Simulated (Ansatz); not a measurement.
Adsorption energy and surface dipole of O on the 1x1 (110) surface of zinc-blende GaAs (cut with top plane As + Ga), one in a 2x1 cell, started at the site 'hollow As', worked from the runs' numbers; total energies count from the potentials' own zero.

Host crystal: zinc-blende GaAs, with a band gap (PBE, scalar-relativistic without spin-orbit coupling).

All values below come from RPBE, at the PBE geometry (plane waves to 420 eV, PAW; Ansatz, a first-principles code).

Model: 21-atom slab, 8.6 Å thick at the start under the adsorbate (thin: gaps and levels are the slab's own), 3x4x1 mesh, Fermi-Dirac 0.01 eV, dipole correction, single point; on the structure that PBE left under its start's symmetry; spin-polarised, no spin-orbit, no U, no dispersion correction. The starting moment vanished. At the end it is bonded to As + 2 Ga. In PBE it is, or lies within 0.03 eV of, the lowest of the starts that converged; the order may differ at this level.

```csv
quantity,value
slab with the adsorbate,-87077.831 eV
"clean slab, same cell and mesh",-86510.509 eV
"reference, ½ O2(g)",-566.945 eV
area of the cell,46.69 Å²
change of the step from the bottom to the top vacuum level,0.125 eV
```

### Question
What is the adsorption energy against this reference?

### Answer
E(slab + adsorbate) − E(slab) − E(reference) = -0.38 eV, so in this state the adsorbate is more stable than in the reference, at a coverage of 2.14 a nm².

### Question
What dipole does adsorption add to the slab along the outward normal (Helmholtz relation, ε₀ = 0.005526 e/(V·Å))?

### Answer
p = −ε₀·A·ΔV = -0.032 e·Å = -0.15 D; its negative end points to the vacuum, which raises the vacuum level.
